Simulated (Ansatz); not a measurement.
The reference is ZnSe in the zinc blende structure (space group F-43m, No. 216; a = 5.666 Å).

Structures relaxed with r2SCAN (Ansatz, a first-principles code, PAW, no SOC), earlier PAW set.

Base:

Simulated powder pattern, Cu Kα, λ = 1.54184 Å (kinematic, ideal powder, no thermal factors, no anomalous dispersion; the 8 strongest lines at most, above 2 %, up to 2θ = 90°):

```
2θ (°)  I/Imax (%)    hkl
------  ----------  -----
27.26          100  (111)
45.27           73  (220)
53.65           44  (311)
65.94           12  (400)
72.75           17  (331)
83.60           23  (422)
89.98           13  (511)
```

The change: the cell is scaled by 1.0087 in all directions; the atoms relax in the strained cell.

How do the reflections move or split?


Simulated powder pattern, Cu Kα, λ = 1.54184 Å (kinematic, ideal powder, no thermal factors, no anomalous dispersion; the 8 strongest lines at most, above 2 %, up to 2θ = 90°):

```json
[
 {"2θ (°)": "27.02", "I/Imax (%)": "100", "hkl": "(111)"},
 {"2θ (°)": "44.85", "I/Imax (%)": "74", "hkl": "(220)"},
 {"2θ (°)": "53.15", "I/Imax (%)": "44", "hkl": "(311)"},
 {"2θ (°)": "65.30", "I/Imax (%)": "12", "hkl": "(400)"},
 {"2θ (°)": "72.02", "I/Imax (%)": "17", "hkl": "(331)"},
 {"2θ (°)": "82.72", "I/Imax (%)": "23", "hkl": "(422)"},
 {"2θ (°)": "89.00", "I/Imax (%)": "13", "hkl": "(333)"}
]
```

The indices refer to the base's conventional cell; one index is shown for lines that coincide.

No phonon test of stability was made.
